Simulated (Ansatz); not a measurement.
The reference is CaO in the rock salt structure (space group Fm-3m, No. 225; a = 4.767 Å). Axes: x, y, z lie along the cube axes.

Level of theory: PBEsol in Ansatz (plane waves to 420 eV, PAW, no SOC).

Before the change:

The valence-band top at Γ is 0.00, 0.00, 0.00 eV and the valley order comes out as X along ⟨100⟩ 3.54 eV; Γ 4.78 eV. The shortest interatomic distance is 2.384 Å.

Modification: uniaxial strain ε_zz = +0.50 %, all other strain components held at zero; the atoms relax in the strained cell.

Task: What does the calculation give for the stress, valence-band top at Γ, valley order and shortest interatomic distance after the change?

Result: The stress (xx, yy, zz, yz, xz, xy; compression positive) amounts to (-0.30, -0.30, -1.11, 0.00, 0.00, 0.00) GPa; the valence-band top at Γ (three highest levels, from the VBM) changes from 0.00, 0.00, 0.00 eV to 0.00, 0.00, -0.01 eV; the valley order (the lowest conduction-band minima on the path, energy above the VBM, named in the base's zone) changes from X along ⟨100⟩ 3.54 eV; Γ 4.78 eV to X along [100] 3.54 eV; X along [001] 3.55 eV; Γ 4.73 eV; the shortest interatomic distance is still 2.384 Å.

The levels and masses belong to the bands next to the band gap. Whether these cells are dynamically stable was not tested.

Ansatz is a first-principles code.
